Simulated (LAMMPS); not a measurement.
LAMMPS 22 Jul 2025, classical MD, EAM (Finnis-Sinclair form) (Fe_mm.eam.fs): Fe, 1458 atoms.

* **task**: MD, nve
* **potential**: EAM (Finnis-Sinclair form), Fe_mm.eam.fs
* **copies of the repeat unit**: 9×9×9
* **shape (slab and sphere leave vacuum in the box)**: bulk
* **neighbor skin**: 2 Å
* **neigh_modify**: every 1 delay 0 check yes
* **newton**: on (default)
* **atom_modify sort (bins of 2 Å where set)**: 1000 (default)
* **comm_style**: brick (default)
* **box**: 25.8 × 25.8 × 25.8 Å
* **start**: generated bcc lattice, warmed in an untimed run

All runs start from one configuration, warmed at this fixed volume for 1000 steps under a thermostat at 300 K. The run at the shortest step has a mean temperature of 295 K and a mean pressure of -1.2 GPa.

Each run covers about 2.0 ps at constant energy (mean temperature 295 K at the shortest step); σ is the standard deviation over the printed steps. One run each, on a shared machine, so no times are given.

Steps tried: 0.5 fs, 1 fs, 2 fs, 2.5 fs, 4 fs, 5 fs, 8 fs, 10 fs, 16 fs, 20 fs, 32 fs.

**Question.** Choose the longest time step that keeps σ(total energy)/σ(kinetic energy) under 2 %.

**Answer.** 5 fs. The run fails or blows up at 32 fs.

```json
[
 {"time step": "0.5 fs", "σ(E total)/σ(E kinetic)": "0.00010", "last minus first total energy (meV/atom)": "under 0.001", "mean temperature (K)": "295"},
 {"time step": "1 fs", "σ(E total)/σ(E kinetic)": "0.00041", "last minus first total energy (meV/atom)": "under 0.001", "mean temperature (K)": "295"},
 {"time step": "2 fs", "σ(E total)/σ(E kinetic)": "0.0016", "last minus first total energy (meV/atom)": "+0.0015", "mean temperature (K)": "295"},
 {"time step": "2.5 fs", "σ(E total)/σ(E kinetic)": "0.0026", "last minus first total energy (meV/atom)": "+0.0023", "mean temperature (K)": "294"},
 {"time step": "4 fs", "σ(E total)/σ(E kinetic)": "0.0067", "last minus first total energy (meV/atom)": "+0.0071", "mean temperature (K)": "294"},
 {"time step": "5 fs", "σ(E total)/σ(E kinetic)": "0.011", "last minus first total energy (meV/atom)": "+0.013", "mean temperature (K)": "293"},
 {"time step": "8 fs", "σ(E total)/σ(E kinetic)": "0.029", "last minus first total energy (meV/atom)": "+0.059", "mean temperature (K)": "291"},
 {"time step": "10 fs", "σ(E total)/σ(E kinetic)": "0.047", "last minus first total energy (meV/atom)": "+0.13", "mean temperature (K)": "289"},
 {"time step": "16 fs", "σ(E total)/σ(E kinetic)": "0.17", "last minus first total energy (meV/atom)": "+0.65", "mean temperature (K)": "281"},
 {"time step": "20 fs", "σ(E total)/σ(E kinetic)": "0.60", "last minus first total energy (meV/atom)": "+2.2", "mean temperature (K)": "275"},
 {"time step": "32 fs", "σ(E total)/σ(E kinetic)": "stops: Lost atoms", "last minus first total energy (meV/atom)": "—", "mean temperature (K)": "—"}
]
```

The bar is a choice.
